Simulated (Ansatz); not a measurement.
Base system: HfN in the rock salt structure (space group Fm-3m, No. 225; a = 4.5480 Å).

Structures relaxed with PBE (Ansatz, a first-principles code), no SOC, earlier PAW set.

Base:

Simulated powder pattern, Cu Kα, λ = 1.54184 Å (kinematic, ideal powder, no thermal factors, no anomalous dispersion; the 8 strongest lines at most, above 2 %, up to 2θ = 90°):

```csv
2θ (°),I/Imax (%),hkl
34.15,100,(111)
39.63,68,(200)
57.30,46,(220)
68.41,44,(311)
71.92,16,(222)
85.38,7.7,(400)
```

Now apply this change: full substitution Hf → Ta, then cell and atoms are relaxed.

After the change:

Simulated powder pattern, Cu Kα, λ = 1.54184 Å (kinematic, ideal powder, no thermal factors, no anomalous dispersion; the 8 strongest lines at most, above 2 %, up to 2θ = 90°):

```json
[
 {"2θ (°)": "35.20", "I/Imax (%)": "100", "hkl": "(111)"},
 {"2θ (°)": "40.87", "I/Imax (%)": "67", "hkl": "(200)"},
 {"2θ (°)": "59.18", "I/Imax (%)": "45", "hkl": "(220)"},
 {"2θ (°)": "70.76", "I/Imax (%)": "44", "hkl": "(311)"},
 {"2θ (°)": "74.42", "I/Imax (%)": "15", "hkl": "(222)"},
 {"2θ (°)": "88.58", "I/Imax (%)": "7.7", "hkl": "(400)"}
]
```

The indices refer to each structure's own conventional cell; one index is shown for lines that coincide.

Stability against distortions was not tested. The final runs are not spin-polarised. An odd electron count without spin: HfN. This is not the structure that TaN has at room temperature and ambient pressure.
